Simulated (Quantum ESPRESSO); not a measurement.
Quantum ESPRESSO run on CdSnAs2 (I-42d, 8 atoms in the cell): self-consistent single point.

Method of the run: PBEsol, GBRV 1.5 ultrasoft (PBESOL) pseudopotentials (plane waves; Quantum ESPRESSO).

The change in words: lattice scaled by 1.015. Reference geometry:
```xyz
8
Lattice="-3.0730 3.0730 6.0212 3.0730 -3.0730 6.0212 3.0730 3.0730 -6.0212" Properties=species:S:1:pos:R:3 pbc="T T T"
Cd     0.0000     0.0000     0.0000
Cd     0.0000     3.0730     3.0106
Sn     3.0730     0.0000     3.0106
Sn     0.0000     0.0000     6.0212
As     1.5365     1.5080     4.5159
As     4.5810     1.5365     1.5053
As     1.5365     1.5650    -1.5053
As    -1.5080     1.5365     7.5265
```

Reference input (self-consistent single point, DFT, PBEsol, plane waves, GBRV 1.5 ultrasoft (PBESOL) pseudopotentials): ecutwfc = 40 Ry; ecutrho = 200 Ry; occupations = smearing; smearing = mp; degauss = 0.0073499 Ry; potentials = {Cd: cd_pbesol_v1.uspp.F.UPF, Sn: sn_pbesol_v1.4.uspp.F.UPF, As: as_pbesol_v1.uspp.F.UPF}; K_POINTS = automatic 9 9 9 0 0 0; conv_thr = 1e-10 Ry; mixing_beta = 0.3. This run's input differs from it in these lines:

```diff
@@ -28,9 +28,9 @@
 Cd    0.0000000000    0.0000000000    0.0000000000
-Cd    0.0000000000    5.8072134186    5.6891764006
-Sn    5.8072134186    0.0000000000    5.6891764006
-Sn    0.0000000000    0.0000000000   11.3783528012
-As    2.9036067093    2.8497157688    8.5337646009
-As    8.6569291875    2.9036067093    2.8445882003
-As    2.9036067093    2.9574976499   -2.8445882003
-As   -2.8497157688    2.9036067093   14.2229410015
+Cd    0.0000000000    5.8943222341    5.7745135978
+Sn    5.8943222341    0.0000000000    5.7745135978
+Sn    0.0000000000    0.0000000000   11.5490271956
+As    2.9471611170    2.8924618067    8.6617703967
+As    8.7867840408    2.9471611170    2.8872567989
+As    2.9471611170    3.0018604274   -2.8872567989
+As   -2.8924618067    2.9471611170   14.4362839945
 K_POINTS {automatic}
@@ -38,5 +38,5 @@
 CELL_PARAMETERS {angstrom}
-  -3.0730450000     3.0730450000     6.0211650000
-   3.0730450000    -3.0730450000     6.0211650000
-   3.0730450000     3.0730450000    -6.0211650000
+  -3.1191410000     3.1191410000     6.1114820000
+   3.1191410000    -3.1191410000     6.1114820000
+   3.1191410000     3.1191410000    -6.1114820000
```

Output (repeated stretches shortened):

```
     Self-consistent Calculation

     iteration #  1     ecut=    40.00 Ry     beta= 0.30

     negative rho (up, down):  4.392E-02 0.000E+00

     total energy              =    -706.61792205 Ry
     estimated scf accuracy    <       1.62457337 Ry

     iteration #  2     ecut=    40.00 Ry     beta= 0.30

     negative rho (up, down):  4.366E-02 0.000E+00

     total energy              =    -706.69063811 Ry
     estimated scf accuracy    <       0.23856378 Ry

     iteration #  3     ecut=    40.00 Ry     beta= 0.30

     negative rho (up, down):  4.421E-02 0.000E+00

     total energy              =    -706.75516376 Ry
     estimated scf accuracy    <       0.02308879 Ry

   [... 9 blocks of this kind left out ...]

     iteration # 13     ecut=    40.00 Ry     beta= 0.30

     negative rho (up, down):  4.460E-02 0.000E+00

     total energy              =    -706.75792326 Ry
     estimated scf accuracy    <          1.0E-09 Ry

     iteration # 14     ecut=    40.00 Ry     beta= 0.30

     negative rho (up, down):  4.460E-02 0.000E+00
     End of self-consistent calculation

     the Fermi energy is     5.7158 ev

!    total energy              =    -706.75792326 Ry
     estimated scf accuracy    <          1.6E-11 Ry
     smearing contrib. (-TS)   =       0.00002902 Ry
     internal energy E=F+TS    =    -706.75795228 Ry

     convergence has been achieved in  14 iterations

     negative rho (up, down):  4.460E-02 0.000E+00

     Forces acting on atoms (cartesian axes, Ry/au):

     atom    1 type  1   force =     0.00000000    0.00000000    0.00000000
     atom    2 type  1   force =    -0.00000000    0.00000000    0.00000000
     atom    3 type  2   force =     0.00000000    0.00000000    0.00000000
     atom    4 type  2   force =     0.00000000    0.00000000   -0.00000000
     atom    5 type  3   force =    -0.00000000    0.00295219   -0.00000000
   [... lines left out ...]
     Total force =     0.005904     Total SCF correction =     0.000000
   [... lines left out ...]

     negative rho (up, down):  4.460E-02 0.000E+00
          total   stress  (Ry/bohr**3)                   (kbar)     P=      -28.31
  -0.00019418   0.00000000   0.00000000          -28.57        0.00        0.00
   0.00000000  -0.00019418   0.00000000            0.00      -28.57        0.00
   0.00000000   0.00000000  -0.00018891            0.00        0.00      -27.79

   JOB DONE.
```

The run converged in 14 iterations. Against the reference run the free energy goes up by 13.9 meV/atom, the pressure goes from -0.75 to -2.83 GPa and the largest force goes from 0.142 to 0.076 eV/Å. The full log also holds: “c_bands:  1 eigenvalues not converged”.

The starting cell comes from a database of computed structures (which also holds hypothetical and non-ambient phases and stackings), without a prior relaxation at this level. For this run, on top of that: lattice scaled by 1.015. The run gives no clean gap (levels at the Fermi energy touch, overlap or are partly filled at this smearing), which alone does not show that the compound is a metal.

Cost on one core of a shared machine: roughly 8 min.
